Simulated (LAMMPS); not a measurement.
LAMMPS 22 Jul 2025, classical MD, SNAP (Ni_Zuo_JPCA2020.snapcoeff): Ni, 500 atoms.

```json
{
  "task": "MD, nve",
  "potential": "SNAP, Ni_Zuo_JPCA2020.snapcoeff Ni_Zuo_JPCA2020.snapparam",
  "copies_of_the_repeat_unit": "5×5×5",
  "shape (slab and sphere leave vacuum in the box)": "bulk",
  "neighbor_skin": "2 Å",
  "neigh_modify": "every 1 delay 0 check yes",
  "newton": "on (default)",
  "atom_modify sort (bins of 2 Å where set)": "1000 (default)",
  "comm_style": "brick (default)",
  "box": "17.6 × 17.6 × 17.6 Å",
  "start": "generated fcc lattice, warmed in an untimed run"
}
```

All runs start from one configuration, warmed at this fixed volume for 300 steps under a thermostat at 600 K. The run at the shortest step has a mean temperature of 617 K and a mean pressure of 3.6 GPa.

Each run covers about 0.40 ps at constant energy (mean temperature 617 K at the shortest step); σ is the standard deviation over the printed steps. Each setting ran once; only counts and results are compared.

Steps tried: 0.5 fs, 1 fs, 2 fs, 2.5 fs, 4 fs, 5 fs, 8 fs, 10 fs, 16 fs, 20 fs, 32 fs.

Choose the longest time step that keeps σ(total energy)/σ(kinetic energy) under 2 %.

5 fs. The run fails or blows up at 32 fs.

```
time step  σ(E total)/σ(E kinetic)  last minus first total energy (meV/atom)  mean temperature (K)
---------  -----------------------  ----------------------------------------  --------------------
0.5 fs                     0.00013                               under 0.001                   617
1 fs                       0.00051                                   +0.0016                   617
2 fs                        0.0021                                   +0.0066                   617
2.5 fs                      0.0032                                    +0.011                   617
4 fs                        0.0083                                    +0.029                   615
5 fs                         0.013                                    +0.048                   614
8 fs                         0.035                                     +0.15                   610
10 fs                        0.058                                     +0.28                   605
16 fs                         0.19                                      +1.0                   587
20 fs                         0.35                                      +1.8                   571
32 fs            stops: Lost atoms                                         —                     —
```

The bar is a choice.
